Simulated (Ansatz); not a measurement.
Start from MgSe in the rock salt structure (space group Fm-3m, No. 225; a = 5.450 Å).

It is then changed as follows: O takes the place of Se on all its sites; the structure is relaxed again.

Levels (all Ansatz, a program for electronic structure, PAW): PBEsol (420 eV, scalar-relativistic without spin-orbit coupling); r2SCAN (500 eV, no spin-orbit coupling); HSE06 (420 eV, scalar-relativistic without spin-orbit coupling).

One geometry, relaxed with PBEsol, under each level:

Notes on the quantities. hole mass: degenerate bands, along [100].

| level | band gap | lowest conduction level above the VBM at special points | electron mass | hole mass | pressure |
|---|---|---|---|---|---|
| PBEsol | 4.62 eV | Γ 4.62 eV; L 7.74 eV; X 8.95 eV; U 9.94 eV | 0.34 mₑ (at Γ) | 0.38, 2.1, 2.1 mₑ (at Γ) | 0.00 GPa |
| r2SCAN | 5.61 eV | Γ 5.61 eV; L 8.82 eV; X 10.04 eV; U 11.07 eV | 0.31 mₑ (at Γ) | 0.44, 2.5, 2.5 mₑ (at Γ) | -1.14 GPa |
| HSE06 | [?] | [?] | – | – | – |

Q: Give the withheld HSE06 results.

A: 
- HSE06, band gap: 6.47 eV
- HSE06, lowest conduction level above the VBM at special points: Γ 6.47 eV; L 9.69 eV; X 10.87 eV

Single points use the geometry relaxed with PBEsol. Their cutoffs differ, which shifts pressures a little. Effective masses come from finite differences of ±0.01 Å⁻¹. Whether these cells are dynamically stable was not tested.
